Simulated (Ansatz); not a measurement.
The parent structure is ZnCu in the CsCl type structure (space group Pm-3m, No. 221; a = 2.908 Å; relaxed with 0.1 eV smearing). Axes: x, y, z lie along the cube axes.

Structures relaxed with PBEsol (Ansatz, a quantum-chemistry and plane-wave program, PAW, no spin-orbit coupling).

Base:

Simulated powder pattern, Cu Kα, λ = 1.54184 Å (kinematic, ideal powder, no thermal factors, no anomalous dispersion; the 10 strongest lines at most, above 2 %, up to 2θ = 90°):

```csv
2θ (°),I/Imax (%),hkl
44.03,100,(110)
64.03,15,(200)
80.97,29,(211)
```

One thing is altered: biaxial strain −2.08 %, plane normal [111], relaxed out of plane (Cartesian); in-plane vectors clamped, the third vector and the atoms free.

### Question
How do the reflections move or split?

### Answer

Simulated powder pattern, Cu Kα, λ = 1.54184 Å (kinematic, ideal powder, no thermal factors, no anomalous dispersion; the 10 strongest lines at most, above 2 %, up to 2θ = 90°):

```tsv
2θ (°)	d (Å)	I/Imax (%)	hkl
43.98	2.059	100	(110)
45.02	2.014	93	(1 0 -1)
64.75	1.440	29	(200)
80.12	1.198	15	(211)
82.33	1.171	28	(2 1 -1)
83.07	1.163	14	(1 1 -2)
```

The indices refer to the base's conventional cell; one index is shown for lines that coincide. The space group is now R-3m (No. 166).

No phonon test of stability was made. The final runs are not spin-polarised.
